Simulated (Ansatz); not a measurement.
## How far PBE and PBEsol part for Si3N4, pressure 3 GPa

The parent structure is Si$_{3}$N$_{4}$ (space group P6_3/m, No. 176; a = 7.664 Å, c = 2.927 Å).

(Cell as relaxed with PBE.)

Levels (all Ansatz, a quantum-chemistry and plane-wave program, PAW): PBE (420 eV, no spin-orbit coupling); PBEsol (420 eV, no spin-orbit coupling).

Each level relaxes its own structure.

```
base                      PBE    PBEsol
-------------------  --------  --------
volume per atom      10.63 Å³  10.47 Å³
lattice parameter a   7.664 Å   7.625 Å
band gap              4.25 eV   4.19 eV
```

The change: cell and atoms relaxed at a pressure of 3 GPa.

| quantity | PBE | PBEsol |
|---|---|---|
| electron mass | 0.22 mₑ along c, 1.4 mₑ across (at Γ) | 0.22 mₑ along c, 1.4 mₑ across (at Γ) |
| volume per atom | 10.50 Å³ | 10.34 Å³ |
| gap character | indirect, Γ–A (33 % along) → Γ | indirect, Γ–A (33 % along) → Γ |

PBE's volume per atom lies 0.16 Å³ above PBEsol's (1.5 %); the two agree on the electron mass and gap character. Neither level is exact; PBEsol is the comparison here, not a measurement.

Load acts through the strain it causes; cell and atoms are relaxed under it. Masses are band curvatures over ±0.01 Å⁻¹ around the edge. Whether these cells are dynamically stable was not tested.
